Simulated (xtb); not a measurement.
xtb 6.7.1, GFN2-xTB: Si(F)(Br)(Me)(OEt) (CCO[Si](C)(F)Br), 15 atoms. The geometry is a generated start, not checked to be a minimum at this level.

```json
{
 "method": "GFN2-xTB",
 "--acc": "1 (default)",
 "--etemp (K)": "300 (default)",
 "detailed input (--input)": "none: ANC optimiser, Lindh (1995) Hessian, microcycle=20, maxdispl=1.0, hlow=0.01 (default)",
 "basis_functions": "48",
 "valence_electrons": "44"
}
```

```xyz
15

C     -2.5088    -0.4521     0.4968
C     -1.2487    -0.1635    -0.3003
O     -0.2429     0.2725     0.5760
Si     1.2529     0.7926     0.3483
C      2.4632    -0.3821    -0.4893
F      1.6890     1.1156     1.8472
Br     1.2280     2.7258    -0.7055
H     -3.2861    -0.8271    -0.1606
H     -2.2983    -1.1951     1.2620
H     -2.8570     0.4564     0.9819
H     -0.9064    -1.0681    -0.8194
H     -1.4390     0.6123    -1.0516
H      3.4570     0.0554    -0.5554
H      2.5481    -1.3102     0.0703
H      2.1489    -0.6324    -1.5004
```

The structure is relaxed from this start with --opt LEVEL for the levels crude, sloppy, loose, lax, normal, tight, vtight, extreme, once each. Up to the end of the extreme run atoms move by at most 0.26 Å along an axis.

Q: Choose the cheapest level whose final energy lies within 5 meV of that of extreme.

A: lax: 7 cycles against 51, ending 2.5 meV above.

```json
[
 {"level": "crude", "cycles": "1", "energy above the extreme run (meV)": "6.9", "gradient norm (eV/Å)": "0.17"},
 {"level": "sloppy", "cycles": "1", "energy above the extreme run (meV)": "6.9", "gradient norm (eV/Å)": "0.17"},
 {"level": "loose", "cycles": "1", "energy above the extreme run (meV)": "6.9", "gradient norm (eV/Å)": "0.17"},
 {"level": "lax", "cycles": "7", "energy above the extreme run (meV)": "2.5", "gradient norm (eV/Å)": "0.093"},
 {"level": "normal", "cycles": "13", "energy above the extreme run (meV)": "0.63", "gradient norm (eV/Å)": "0.015"},
 {"level": "tight", "cycles": "22", "energy above the extreme run (meV)": "0.25", "gradient norm (eV/Å)": "0.0049"},
 {"level": "vtight", "cycles": "43", "energy above the extreme run (meV)": "0.013", "gradient norm (eV/Å)": "0.0013"},
 {"level": "extreme", "cycles": "51", "energy above the extreme run (meV)": "—", "gradient norm (eV/Å)": "0.00085"}
]
```
